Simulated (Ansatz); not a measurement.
A self-consistent single point of Ca3Mg (I4/mmm, 4 atoms in the cell) with Ansatz (a quantum-chemistry and plane-wave program).

Method: LDA (PW92), PAW files made with PBE (plane waves; Ansatz).

```yaml
crystal:
  lattice:
    - [-2.69950, 2.69950, 5.41182]
    - [2.69950, -2.69950, 5.41182]
    - [2.69950, 2.69950, -5.41182]
  atoms:
    - { symbol: Ca, position: [0.50000, 0.50000, 0.00000] }
    - { symbol: Ca, position: [0.25000, 0.75000, 0.50000] }
    - { symbol: Ca, position: [0.75000, 0.25000, 0.50000] }
    - { symbol: Mg, position: [0.00000, 0.00000, 0.00000] }
```

Reference input (self-consistent single point, DFT, LDA (PW92), plane waves, PAW files made with PBE): basis.ecutwfc = 420 eV; kpoints.mp_grid.grid = 7 7 7; hamiltonian.xc = lda; hamiltonian.pseudopotentials = {kind: paw} (the program's default PAW files); scf.occupations.method = fermi_dirac; scf.occupations.width = 0.05 eV. This run's input differs from it in these lines:

Ansatz 0.2 input:
```diff
@@ -15,3 +15,3 @@
   mp_grid:
-    grid: [7, 7, 7]
+    grid: [6, 6, 6]
 hamiltonian:
```

Output, abridged:

```
SCF iter   1: F=—  HF=-7219.552075 eV  |F-HF|=—  |Δ(HF+E_count)|=         —  Δρ=1.43e-2  dr2=9.08e-1  ethr=3.10e-3  ⟨swp⟩=8.9  Hψ=3915  notcnv=0
all-band conjugate gradients solve this SCF's bands
preconditioner: auto → Kerker (q_TF=auto, 2.171 Å⁻¹)
SCF iter   2: F=—  HF=-7219.340644 eV  |F-HF|=—  |Δ(HF+E_count)|=   2.11e-1  Δρ=8.24e-3  dr2=3.77e-1  ethr=2.27e-3  ⟨swp⟩=2.3  Hψ=1072  notcnv=0
   [... lines left out ...]
SCF iter   5: F=—  HF=-7219.223617 eV  |F-HF|=—  |Δ(HF+E_count)|=   2.94e-4  Δρ=1.88e-4  dr2=1.23e-4  ethr=3.15e-6  ⟨swp⟩=1.6  Hψ=759  notcnv=0
SCF iter   6: F=—  HF=-7219.223589 eV  |F-HF|=—  |Δ(HF+E_count)|=   2.82e-5  Δρ=3.51e-5  dr2=2.83e-6  ethr=3.08e-7  ⟨swp⟩=2.8  Hψ=1341  notcnv=0
SCF iter   7: F=—  HF=-7219.223630 eV  |F-HF|=—  |Δ(HF+E_count)|=   4.10e-5  Δρ=8.57e-6  dr2=1.98e-7  ethr=7.07e-9  ⟨swp⟩=2.0  Hψ=1303  notcnv=0
SCF iter   8: F=-7219.223630 eV  HF=-7219.223630 eV  |F-HF|=1.82e-9  |Δ(HF+E_count)|=   1.51e-8  Δρ=1.95e-6  dr2=1.06e-8  ethr=2.50e-10  ⟨swp⟩=6.5  Hψ=3176  notcnv=0
SCF 1 converged in 8 iterations: F = -7219.223630 eV  dr2 = 1.06e-8
Free energy (F): -7219.223630 eV
Internal energy: -7219.187162 eV  (E = F + TS)
E sigma→0 (E₀):  -7219.205396 eV
Entropy (-TS):   -0.036468 eV (-9.117 meV/atom)
Fermi energy:    4.412530 eV
--- Forces (eV/Å), atoms counted from 1 ---
  atom   1  Ca     0.00000000    -0.00000000     0.00000000
   [... zero for the other atoms too ...]
--- Stress (GPa, compression-positive) ---
       -2.804360      -0.000000       0.000000
       -0.000000      -2.804360      -0.000000
        0.000000       0.000000      -2.918200
  P = ⅓ Tr σ = -2.8423 GPa (-28.423 kbar)
  The stress holds the Pulay correction. Without it, at fixed plane waves, as pw.x and ABINIT print it: P = -2.8459 GPa
```

The run converged in 8 iterations. Against the reference run the free energy goes down by 2.0 meV/atom and the pressure stays at -2.84 GPa.

The starting cell comes from a database of computed structures (which also holds hypothetical and non-ambient phases and stackings), without a prior relaxation at this level. Its lattice was rescaled by a random factor within 2.5 % of one. Ansatz's pressure includes its estimate of the finite-basis (Pulay) stress.
